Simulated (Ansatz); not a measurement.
Base system: Nb in the bcc (W type) structure (space group Im-3m, No. 229; relaxed with 0.1 eV smearing).

```
Nb
1.0
   -1.63645     1.63645     1.63645
    1.63645    -1.63645     1.63645
    1.63645     1.63645    -1.63645
Nb
1
Direct
  0.00000   0.00000   0.00000
```

Cartesian axes are those of the cell as printed.

Computed with PBEsol (Ansatz, a quantum-chemistry and plane-wave program, PAW, no SOC), earlier PAW set.

For the base:

| Property | Value |
|---|---|
| Shortest interatomic distance | 2.834 Å |

It is then changed as follows: a pure shear with ε_xy = ε_yx = -0.0203, atoms relaxed at fixed cell.

Q: What happens to the stress, energy relative to the base and shortest interatomic distance?

A: The stress (xx, yy, zz, yz, xz, xy; compression positive) amounts to (0.0, 0.0, 0.3, 0.0, 0.0, 0.6) GPa; the energy grows by 1.3 meV/atom; the shortest interatomic distance drops by 0.038 Å to 2.796 Å.

The cells carry an imposed strain or load. No phonon test of stability was made. All final runs are without spin polarisation.
